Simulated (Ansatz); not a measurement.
Base system: Hf in the hcp (Mg type) structure (space group P6_3/mmc, No. 194; a = 3.198 Å, c = 5.049 Å; relaxed with 0.1 eV smearing). Axes: x lies along a and z along c of the hexagonal cell.

Computed with Ansatz (a first-principles code), r2SCAN, PAW, cutoff 500 eV, no spin-orbit coupling.

For the base:

* **Volume per atom**: 22.36 Å³
* **Band gap**: zero

Perturbation: biaxial strain +0.51 %, plane normal [001], relaxed out of plane (Cartesian); in-plane vectors clamped, the third vector and the atoms free.

Question: What does the calculation give for the in-plane stress, volume per atom and band gap after the change?

Answer: The mean in-plane stress (compression positive) comes out as -1.1 GPa; the volume per atom increases by 0.16 Å³ (22.36 Å³ → 22.52 Å³); the band gap is still zero.

Stability against distortions was not tested. All final runs are without spin polarisation.
